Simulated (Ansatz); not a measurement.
Start from LiNbO$_{3}$ (space group R3c, No. 161).

```xyz
10
Lattice="2.5337 1.4629 4.5624 -2.5337 1.4629 4.5624 0.0000 -2.9257 4.5624" Properties=species:S:1:pos:R:3 pbc="T T T"
Li     0.0000     0.0000     3.8481
Li     0.0000     0.0000    10.6917
Nb     0.0000     0.0000    13.6533
Nb     0.0000     0.0000     6.8097
O     -0.6593    -1.4089     5.4222
O      1.5498     0.1335     5.4222
O     -0.8905     1.2754     5.4222
O     -1.6432    -0.1874     7.7034
O      0.6593     1.5168     7.7034
O      0.9839    -1.3293     7.7034
```

Cartesian axes are those of the cell as printed.

The values are results of LDA (Ansatz, a program for electronic structure), no SOC, not measurements.

Now apply this change: a pure shear with ε_xz = ε_zx = 0.0040, atoms relaxed at fixed cell.

**Question.** Predict the stress tensor and what it implies for the stiffness.

**Answer.** Stress of the strained cell less that of the base (GPa, compression positive):
```
   0.01   -0.03   -0.58
  -0.03    0.00   -0.01
  -0.58   -0.01    0.01
```

Then −Δσ/γ with γ = 2ε = 0.0080 gives relaxed-ion elastic constants: C55 ≈ 73 GPa.

Whether these cells are dynamically stable was not tested.
